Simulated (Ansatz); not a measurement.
Take GaSb in the zinc blende structure (space group F-43m, No. 216) as the base.

```
CELL_PARAMETERS angstrom
      0.00000     3.05600     3.05600
      3.05600     0.00000     3.05600
      3.05600     3.05600     0.00000
ATOMIC_POSITIONS crystal
  Sb 0.75000 0.75000 0.75000
  Ga 0.00000 0.00000 0.00000
```

Cartesian axes are those of the cell as printed.

All numbers come from PBEsol, PAW, 420 eV (Ansatz, a quantum-chemistry and plane-wave program; spin-orbit coupling left out), earlier PAW set.

Strains are applied to the cell and any free atomic positions relax; under biaxial strain the out-of-plane vector relaxes too.

One change was made to it. Results:

| quantity | base | after |
|---|---|---|
| energy relative to the base (free energy F) | 0 meV/atom | +1.9 meV/atom |
| pressure | 0.0 GPa | -1.0 GPa |
| band gap | zero | zero |

Q: Which of these changes matches the shifts?
(A) biaxial strain −4.93 %, plane normal [111], relaxed out of plane
(B) isotropic strain +0.68 %
(C) uniaxial strain ε_yy = +2.55 %

A: B, isotropic strain +0.68 %. For comparison, the energy relative to the base in the other runs: uniaxial strain ε_yy = +2.55 % gives +4.6 meV/atom; biaxial strain −4.93 %, plane normal [111], relaxed out of plane gives +57 meV/atom.

Spin-orbit coupling, missing from the scalar runs, can matter with Sb. No phonon test of stability was made. The final runs are not spin-polarised. The zero or small gap of GaSb can change with the level of theory.
